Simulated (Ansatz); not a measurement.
Consider the following.

```xyz
4
Lattice="1.5754 -4.2234 0.0000 1.5754 4.2234 0.0000 0.0000 0.0000 3.0846" Properties=species:S:1:pos:R:3 pbc="T T T"
B      1.5754    -0.5182     0.7711
B      1.5754     0.5182     2.3134
W      1.5754    -3.0000     0.7711
W      1.5754     3.0000     2.3134
```

The numbers are results of PBEsol, DFPT electron-phonon coupling, linearised Boltzmann equation (plane waves, PAW, scalar-relativistic; Ansatz, a first-principles code), not measurements. Geometry: relaxed with this functional, without spin-orbit coupling.

Q: Predict λ, the logarithmic mean phonon energy and the superconducting Tc for μ* = 0.13 referred to 35 meV.

A: λ = 0.67, ħω_log = 23 meV, Tc 5.9 K from the anisotropic Eliashberg equations. μ* is a chosen number, and Tc is 9.6 K at 0.08 and 4.2 K at 0.16.

A metal at this level (no band gap). The phonons are harmonic. Spin-orbit coupling is left out, which matters with elements this heavy. For metals of groups 4 to 10, Tc at these values of μ* can lie well above the measured one. Halving the electron mesh (28x28x28) moves the coupling by up to 1 %, Tc by up to 1 %. Smearing 0.20 eV; phonons on a 5x5x5 q mesh, which this run doesn't test.

Computed structure with no diffraction record at hand here (it may be known, metastable or hypothetical): WB (Cmcm).
